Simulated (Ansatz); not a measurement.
We consider cubic perovskite CsPbF3, described by HSE06 (Ansatz, a quantum-chemistry and plane-wave program, plane waves, PAW).

Input file:

Ansatz 0.2 input:
```yaml
crystal:
  lattice:
    - [4.9462615169, 0.0, 0.0]
    - [0.0, 4.9462615169, 0.0]
    - [0.0, 0.0, 4.9462615169]
  atoms:
    - { symbol: Cs, position: [0.0, 0.0, 0.0] }
    - { symbol: Pb, position: [0.5, 0.5, 0.5] }
    - { symbol: F, position: [0.5, 0.0, 0.5] }
    - { symbol: F, position: [0.0, 0.5, 0.5] }
    - { symbol: F, position: [0.5, 0.5, 0.0] }
basis:
  ecutwfc: 460
  ecutrho_ratio: 4
  xc_grid: 2
kpoints:
  mp_grid: { grid: [6, 6, 6] }
hamiltonian:
  xc: hse06
  dispersion: none
  pseudopotentials: { kind: paw }
scf:
  occupations: { method: fermi_dirac, width: 0.01 }
  convergence: { dr2_threshold: 0.0000000005 }
output:
  forces: true
  stress: true
  eigenvalues: true
```

Excerpt of the program's output:

```
WARN output.stress: scf.exx.energy_threshold = 1e-6 eV is looser than the 5e-8 eV advised for a stress under a hybrid functional (1e-8 eV for each atom of the …
Crystal: 5 atoms, lattice volume = 121.013 Å³
Basis set: ecut = 460 eV, 2721 PW (Γ), exchange–correlation on 72×72×72 points (8 copies of the dense FFT grid, shifted against one another)
Bands: 27, of which v1, the nominal top of the filled ones, is band 22 counted from 1 (21 counted from 0)
Symmetry: 48 space group operations
Space group: Pm-3m (ITA 221), of the structure as read, at distance tolerance 4.9e-5 Å
k-points: 20 of 216
SCF iter   1: F=—  HF=-20006.509888 eV  |F-HF|=—  |Δ(HF+E_count)|=         —  Δρ=1.08e-3  dr2=6.08e-4
SCF iter   2: F=-20006.510208 eV  HF=-20006.510278 eV  |F-HF|=7.01e-5  |Δ(HF+E_count)|=   3.89e-4  Δρ=6.07e-4  dr2=2.45e-4
Crystal: 5 atoms, lattice volume = 121.013 Å³
Initial density: handed on by an earlier stage of this run
  ...
Crystal: 5 atoms, lattice volume = 121.013 Å³
SCF iter   6: F=—  HF=-20014.200131 eV  |F-HF|=—  |Δ(HF+E_count)|=   8.73e-9  Δρ=1.68e-6  dr2=2.33e-9
SCF iter   7: F=-20014.200131 eV  HF=-20014.200131 eV  |F-HF|=2.18e-11  |Δ(HF+E_count)|=  6.91e-10  Δρ=1.30e-7  dr2=9.75e-11
SCF 3 converged in 7 iterations: F = -20014.200131 eV  dr2 = 9.75e-11
Free energy (F): -20014.200131 eV
Internal energy: -20014.200131 eV  (E = F + TS)
E sigma→0 (E₀):  -20014.200131 eV
Fermi energy:    5.724082 eV
--- Stress (GPa, compression-positive) ---
       -1.806769       0.000000       0.000000
        0.000000      -1.806769       0.000000
        0.000000       0.000000      -1.806769
  P = ⅓ Tr σ = -1.8068 GPa (-18.068 kbar)
```

The cell is one volume of an energy–volume scan, off the minimum.

The PAW data were made under PBE.

Note: the cell is over a tenth larger than the published one: the level's own overestimate first of all, though another phase or state, or a fault of the published cell, is possible.
